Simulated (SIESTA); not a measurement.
SIESTA run on Tl (P6_3/mmc, 2 atoms in the cell): self-consistent single point.

Method of the run: GGA PBE, numerical atomic orbitals TZP, PseudoDojo PBE standard norm-conserving potentials (rewritten from UPF to PSML) (SIESTA 5.4.2).

The change in words: lattice scaled by 0.98. Reference geometry:
```
Tl
1.0
    3.56099     0.00000     0.00000
   -1.78050     3.08391     0.00000
    0.00000     0.00000     5.74933
Tl
2
Direct
  0.33333   0.66667   0.25000
  0.66667   0.33333   0.75000
```

Reference input (self-consistent single point, DFT, GGA PBE, numerical atomic orbitals TZP, PseudoDojo PBE standard norm-conserving potentials (rewritten from UPF to PSML)): XC.functional = GGA; XC.authors = PBE; potentials = PseudoDojo PBE standard; PAO.BasisSize = TZP; PAO.EnergyShift = 0.005 Ry; MeshCutoff = 400 Ry; kgrid.MonkhorstPack = 7 7 4; OccupationFunction = MP; OccupationMPOrder = 0; ElectronicTemperature = 0.272 eV; MaxSCFIterations = 150; SCF.Mixer.Method = Pulay. This run's input differs from it in these lines:

```diff
@@ -11,5 +11,5 @@
 %block LatticeVectors
-     6.729299612    0.000000000    0.000000000
-    -3.364649806    5.827743403    0.000000000
-     0.000000000    0.000000000   10.864653431
+     6.594713317    0.000000000    0.000000000
+    -3.297356659    5.711188875    0.000000000
+     0.000000000    0.000000000   10.647359493
 %endblock LatticeVectors
@@ -17,4 +17,4 @@
 %block AtomicCoordinatesAndAtomicSpecies
-    -0.000003365    3.885164211    2.716163358  1
-     3.364653171    1.942579192    8.148490073  1
+    -0.000003297    3.807461154    2.661839873  1
+     3.297359956    1.903727721    7.985519620  1
 %endblock AtomicCoordinatesAndAtomicSpecies
```

The program printed (abridged):

```
        iscf     Eharris(eV)        E_KS(eV)     FreeEng(eV)     dDmax    Ef(eV) dHmax(eV)
   scf:    1    -3293.313385    -3295.225778    -3295.275351  0.802028 -3.739328  2.131301
   scf:    2    -3295.566011    -3295.404550    -3295.454759  0.134937 -3.819046  1.279277
   scf:    3    -3295.559167    -3295.499441    -3295.550730  0.184165 -3.941718  0.015789
   scf:    4    -3295.498861    -3295.499186    -3295.550533  0.005394 -3.959185  0.056179
   scf:    5    -3295.499633    -3295.499450    -3295.550739  0.009325 -3.956466  0.002633
   scf:    6    -3295.499455    -3295.499453    -3295.550739  0.000360 -3.956565  0.000137
mix: Pulay -- inversion failed, > SVD [rank/size] 4 / 5
   scf:    7    -3295.499452    -3295.499452    -3295.550739  0.000017 -3.956572  0.000026
SCF Convergence by DM+H criterion
max |DM_out - DM_in|         :     0.0000167807
max |H_out - H_in|      (eV) :     0.0000258089
SCF cycle converged after 7 iterations

Using DM_out to compute the final energy and forces

siesta: E_KS(eV) =            -3295.4995

siesta: E_KS - E_eggbox =     -3295.4995

siesta: Atomic forces (eV/Ang):
     1    0.000002   -0.000001   -0.000000
     2   -0.000002    0.000001   -0.000000
   Tot   -0.000000   -0.000000   -0.000000
   Max    0.000002
   Res    0.000001    sqrt( Sum f_i^2 / 3N )
   Max    0.000002    constrained

Stress tensor Voigt[x,y,z,yz,xz,xy] (kbar):      -15.83      -15.80      -20.12        0.00        0.00        0.03
(Free)E + p*V (eV/cell)    -3294.9110
Target enthalpy (eV/cell)    -3295.5507

siesta: Program's energy decomposition (eV):
siesta: FreeEng =     -3295.550739

   [... lines left out ...]
siesta:    -0.009879    0.000016    0.000000
siesta:     0.000016   -0.009861    0.000000
siesta:     0.000000    0.000000   -0.012556

siesta: Cell volume =         59.424804 Ang**3

siesta: Pressure (static):
siesta:                Solid            Molecule  Units
siesta:           0.00011725          0.00011725  Ry/Bohr**3
siesta:           0.01076543          0.01076546  eV/Ang**3
siesta:          17.24812734         17.24816356  kBar
```

The run converged in 7 iterations. Against the reference run the free energy rises by 10.3 meV/atom and the pressure goes from 0.18 to 1.72 GPa.

The starting cell comes from a database of computed structures (which also holds hypothetical and non-ambient phases and stackings), without a prior relaxation at this level. Its lattice was rescaled by a random factor within 2.5 % of one. For this run, on top of that: lattice scaled by 0.98. Values carry the incompleteness of an atom-centred basis.

Cost on one core of a shared machine: roughly 40 s.
